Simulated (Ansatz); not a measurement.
# Smallest direct gap on the k points sampled of Ge (model structure, I-43m, No. 217, 23 atoms in the cell) at several levels of theory

No measured value is used here.

```csv
level (code),value (eV),cell (Å³/atom)
LDA (Ansatz),…,24.31
PBEsol+SOC (Ansatz),1.02,25.01
r²SCAN+SOC (Ansatz),1.31,25.01
r²SCAN+rVV10 (Ansatz),1.31,24.79
HSE06 (Ansatz),1.69,25.01
```

**Question.** Some entries are withheld; supply them.

**Answer.** 
- LDA (Ansatz, a first-principles code), value (eV): 1.04

At these levels the smallest gap is indirect and lower: LDA 0.93, PBEsol+SOC 0.94, r²SCAN+SOC 1.24, r²SCAN+rVV10 1.21, HSE06 1.58 eV. Computed values are for a static lattice. Levels without +SOC have no spin–orbit coupling; where heavier elements are present it shifts gaps, mostly down, and can invert bands.  Values are at the PBEsol cell; LDA at the level's own relaxed cell; r²SCAN+rVV10 at the level's own equilibrium cell. Cutoffs and k meshes differ between the levels. Ansatz's density-functional and Hartree–Fock values are scalar-relativistic unless marked +SOC, with PAW data made under PBE.

A model structure was made by putting elements into a prototype or built by hand; it is no filed structure, need not be a known phase, and can be a saddle point held by its symmetry.
